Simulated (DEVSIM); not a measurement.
Structure: abrupt Si p-n junction, at 250 K.

```csv
layer (left to right),material,thickness (μm),Nd (cm⁻³),Na (cm⁻³),τn (s),τp (s)
1,Si,2.40,-,1.1e18,0.00043,0.00043
2,Si,6.80,2.4e14,-,0.00043,0.00043
```

Left contact: ohmic. Right contact: ohmic. Voltage is applied to the left contact. Recombination: SRH at mid-gap. Mobility is μmin + (μ − μmin)/(1 + (N/Nref)^α).

Constants are typed, rounded textbook-type inputs, not results; the design itself was drawn at random and stands for no fabricated device. Values at 300 K; Nc and Nv go as T^1.5, mobilities as T to minus their exponent, the gap by Varshni's rule with the affinity fixed.

```tsv
parameter	Si
gap (eV)	1.124
affinity (eV)	4.05
permittivity	11.7
Nc (cm⁻³)	2.86e19
Nv (cm⁻³)	3.1e19
μn (cm²/Vs)	1417
μp (cm²/Vs)	470
μn,min	52
μp,min	45
Nref,n	9.7e16
Nref,p	2.2e17
αn	0.68
αp	0.72
T exponent of μn	2.3
T exponent of μp	2.2
Varshni α (eV/K)	0.000473
Varshni β (K)	636
```

DEVSIM, 1D drift-diffusion, Boltzmann statistics, complete ionisation; no tunnelling, impact ionisation, image-force lowering or self-heating.

The thickness of layer 2 was swept, all else fixed.

```json
[
 {"thickness of layer 2 (μm)": "1.4", "dark forward voltage at 1 A/cm² (V)": "0.602", "dark forward voltage at 100 A/cm² (V)": "0.753"},
 {"thickness of layer 2 (μm)": "2.4", "dark forward voltage at 1 A/cm² (V)": "0.623", "dark forward voltage at 100 A/cm² (V)": "0.777"},
 {"thickness of layer 2 (μm)": "4.1", "dark forward voltage at 1 A/cm² (V)": "0.639", "dark forward voltage at 100 A/cm² (V)": "0.799"},
 {"thickness of layer 2 (μm)": "6.8", "dark forward voltage at 1 A/cm² (V)": "0.654", "dark forward voltage at 100 A/cm² (V)": "0.821"},
 {"thickness of layer 2 (μm)": "12", "dark forward voltage at 1 A/cm² (V)": "0.672", "dark forward voltage at 100 A/cm² (V)": "0.845"},
 {"thickness of layer 2 (μm)": "20", "dark forward voltage at 1 A/cm² (V)": "0.687", "dark forward voltage at 100 A/cm² (V)": "0.868"},
 {"thickness of layer 2 (μm)": "34", "dark forward voltage at 1 A/cm² (V)": "0.704", "dark forward voltage at 100 A/cm² (V)": "0.894"}
]
```

From the first row to the last the dark forward voltage at 1 A/cm² goes from 0.602 to 0.704. From the first row to the last the dark forward voltage at 100 A/cm² goes from 0.753 to 0.894.
